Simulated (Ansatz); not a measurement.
Relaxation of the outer planes of the (100) surface of rock-salt TiC in its 1x1 cell (cut with top plane C + Ti, bottom plane C + Ti), outermost plane spacing 2.17 Å in the ideal cut.

The numbers are results of PBE (plane waves to 420 eV, PAW; Ansatz, an electronic-structure program), not measurements.

Set-up: 8 atoms, C4Ti4, 6.5 Å thick at the start (thin: gaps and levels are the slab's own); mesh 12x12x1; 0.1 eV smearing; dipole correction on; all atoms relaxed; held to the start's symmetry, so lower structures may exist; no spin, no spin-orbit, no U.

```tsv
plane	atoms	bulk spacing to the next (Å)	relaxed spacing (Å)	change (%)	rumpling (Å)
1	C + Ti	2.167	2.153	-0.6	0.12 (C outermost)
```
